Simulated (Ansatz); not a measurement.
Consider a periodic stack without vacuum, fcc Pd (1 1 1) on zinc-blende InSb (1 1 1) (film strained to the substrate, started from cuts of the bulks and a machine-learned relaxation; slabs In4Sb4 and Pd12, which can lie off the formulas): substrate slab In4Sb4, film Pd12, surface cells [[0, -1], [1, -1]] and [[1, -2], [2, -1]], film strained by -2.8 and -2.8 %, outermost planes Sb/In and Pd/Pd as cut, which need not be the usual terminations and can put a slab off its formula. Its start:

```yaml
crystal:
  lattice:
    - [4.69342, 0.00000, 0.03637]
    - [2.34671, 4.06463, 0.00772]
    - [-0.96775, 0.61035, 25.64539]
  atoms:
    - { symbol: In, position: [0.86847, 0.08263, 0.15062] }
    - { symbol: In, position: [0.28442, 0.35804, 0.30080] }
    - { symbol: In, position: [0.68820, 0.66779, 0.45015] }
    - { symbol: In, position: [0.85200, 0.97761, 0.59623] }
    - { symbol: Sb, position: [0.02634, 0.91790, 0.03954] }
    - { symbol: Sb, position: [0.21542, 0.40580, 0.18950] }
    - { symbol: Sb, position: [0.62501, 0.68724, 0.33789] }
    - { symbol: Sb, position: [0.03254, 0.99651, 0.48838] }
    - { symbol: Pd, position: [0.24982, 0.97135, 0.67833] }
    - { symbol: Pd, position: [0.57658, 0.30853, 0.68313] }
    - { symbol: Pd, position: [0.91451, 0.63258, 0.68366] }
    - { symbol: Pd, position: [0.93571, 0.29214, 0.77422] }
    - { symbol: Pd, position: [0.26693, 0.63023, 0.77405] }
    - { symbol: Pd, position: [0.59931, 0.96156, 0.77390] }
    - { symbol: Pd, position: [0.62137, 0.61455, 0.86598] }
    - { symbol: Pd, position: [0.95135, 0.94959, 0.86688] }
    - { symbol: Pd, position: [0.28597, 0.28529, 0.86609] }
    - { symbol: Pd, position: [0.31492, 0.93508, 0.95599] }
    - { symbol: Pd, position: [0.63356, 0.27502, 0.96093] }
    - { symbol: Pd, position: [0.97408, 0.59231, 0.96110] }
```

The start was prepared with a machine-learned potential, and the result is one local minimum, with the in-plane cell held and forces under 0.04 eV/Å; the film can end far from its bulk form.

Calculation: PBE (plane waves to 420 eV, PAW; Ansatz, a first-principles code). No spin–orbit coupling; the runs are not spin-polarised. Its k-point mesh 8×8×1, Fermi–Dirac width 0.05 eV.

**Question.** Predict the relaxed interface.

**Answer.** 
- interface area = 19.1 Å²
- period = 25.65 Å
- heights between the nearest atoms of the two slabs at the two interfaces = 2.11 and 1.98 Å
- In–Pd contacts across the interfaces within 1.22 times the sum of covalent radii = 3, mean 2.65 Å
- Pd–Sb contacts across the interfaces within 1.22 times the sum of covalent radii = 3, mean 2.55 Å
